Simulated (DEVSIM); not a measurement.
System: illuminated CdTe p-on-n cell, one wavelength, at 300 K.

| layer (left to right) | material | thickness (μm) | Nd (cm⁻³) | Na (cm⁻³) | τn (s) | τp (s) | absorption coefficient (cm⁻¹) |
|---|---|---|---|---|---|---|---|
| 1 | CdTe | 2.70 | - | 1.5e18 | 9.5e-12 | 5.4e-12 | 63000 |
| 2 | CdTe | 1.40 | 3.9e16 | - | 3.4e-10 | 3.4e-10 | 63000 |

Left contact: ohmic, minority electron recombination velocity 600 cm/s. Right contact: ohmic, minority hole recombination velocity 40 cm/s. Voltage is applied to the left contact. Recombination: SRH at mid-gap, radiative, Auger. Light enters at the left, 5.9e16 photons cm⁻² s⁻¹, one pass, no reflection. Mobility is μmin + (μ − μmin)/(1 + (N/Nref)^α).

The device is made up for the run: typed textbook-type constants, with dimensions and the other settings drawn at random. Values at 300 K.

| parameter | CdTe |
|---|---|
| gap (eV) | 1.5 |
| affinity (eV) | 4.28 |
| permittivity | 10.2 |
| Nc (cm⁻³) | 8e17 |
| Nv (cm⁻³) | 1.8e19 |
| μn (cm²/Vs) | 1000 |
| μp (cm²/Vs) | 80 |
| μn,min | 100 |
| μp,min | 10 |
| Nref,n | 1e17 |
| Nref,p | 1e17 |
| αn | 0.6 |
| αp | 0.6 |
| B (cm³/s) | 1e-10 |
| Cn (cm⁶/s) | 1e-30 |
| Cp (cm⁶/s) | 1e-30 |

Model (solved in DEVSIM): 1D drift-diffusion, Boltzmann statistics, complete ionisation; no tunnelling, impact ionisation, image-force lowering or self-heating.

Task: Tabulate band edges, carrier densities and field at 1.1 V on the left contact, in the dark.

Result: Energies count from the Fermi level of the right contact; mesh points crowd at the junctions.

| x (μm) | Ec (eV) | Ev (eV) | n (cm⁻³) | p (cm⁻³) | field (V/cm) |
|---|---|---|---|---|---|
| 0.000 | 0.336 | -1.164 | < 1e2 | 1.5e18 | ≈ 0 |
| 0.02198 | 0.336 | -1.164 | < 1e2 | 1.5e18 | ≈ 0 |
| 0.06733 | 0.336 | -1.164 | < 1e2 | 1.5e18 | ≈ 0 |
| 0.1498 | 0.336 | -1.164 | < 1e2 | 1.5e18 | ≈ 0 |
| 0.3800 | 0.336 | -1.164 | < 1e2 | 1.5e18 | ≈ 0 |
| 0.7749 | 0.336 | -1.164 | < 1e2 | 1.5e18 | ≈ 0 |
| 1.456 | 0.336 | -1.164 | 240000 | 1.5e18 | ≈ 0 |
| 2.199 | 0.336 | -1.164 | 3.1e9 | 1.5e18 | ≈ 0 |
| 2.448 | 0.336 | -1.164 | 7.4e10 | 1.5e18 | ≈ 0 |
| 2.579 | 0.336 | -1.164 | 4.0e11 | 1.5e18 | ≈ 0 |
| 2.648 | 0.336 | -1.164 | 9.6e11 | 1.5e18 | ≈ 0 |
| 2.693 | 0.332 | -1.168 | 2.0e12 | 1.3e18 | -12000 |
| 2.711 | 0.240 | -1.260 | 7.4e13 | 3.7e16 | -47000 |
| 2.744 | 0.131 | -1.369 | 5.1e15 | 5.3e14 | -21000 |
| 2.834 | 0.079 | -1.421 | 3.8e16 | 5.3e13 | -380 |
| 2.985 | 0.078 | -1.422 | 3.9e16 | 2.6e13 | ≈ 0 |
| 3.257 | 0.078 | -1.422 | 3.9e16 | 7.5e12 | ≈ 0 |
| 3.636 | 0.078 | -1.422 | 3.9e16 | 1.4e12 | ≈ 0 |
| 3.919 | 0.078 | -1.422 | 3.9e16 | 4.4e11 | ≈ 0 |
| 4.016 | 0.078 | -1.422 | 3.9e16 | 3.4e11 | ≈ 0 |
| 4.067 | 0.078 | -1.422 | 3.9e16 | 3.2e11 | ≈ 0 |
| 4.100 | 0.078 | -1.422 | 3.9e16 | 3.2e11 | ≈ 0 |
